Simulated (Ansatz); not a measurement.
Phonon-limited electron mobility of Si (Fd-3m) in cm²/(V·s), LDA, finite-displacement electron-phonon coupling, linearised Boltzmann equation (Ansatz, an electronic-structure program). Condition of this run: hydrostatic pressure 6 GPa (the target of the relaxation). Geometry: relaxed with this functional, without spin-orbit coupling.

```json
[
 {"Condition": "150 K", "μ": "7600"},
 {"Condition": "200 K", "μ": "4200"},
 {"Condition": "250 K", "μ": "2500"},
 {"Condition": "300 K", "μ": "1680"},
 {"Condition": "350 K", "μ": "1180"},
 {"Condition": "400 K", "μ": "…"},
 {"Condition": "500 K", "μ": "521"},
 {"Condition": "600 K", "μ": "…"}
]
```

Some entries are withheld; supply them.


- 400 K, μ: 870
- 600 K, μ: 344

What exponent p of μ ∝ T^−p fits 200 to 400 K (along x)?

p ≈ 2.3; acoustic deformation-potential scattering alone gives 1.5.

Scattering by harmonic phonons alone: no impurities, screening or carrier-carrier scattering, bands fixed at 0 K. From a coarser fine mesh the values given move by up to 7 %. The mesh was bound by memory.
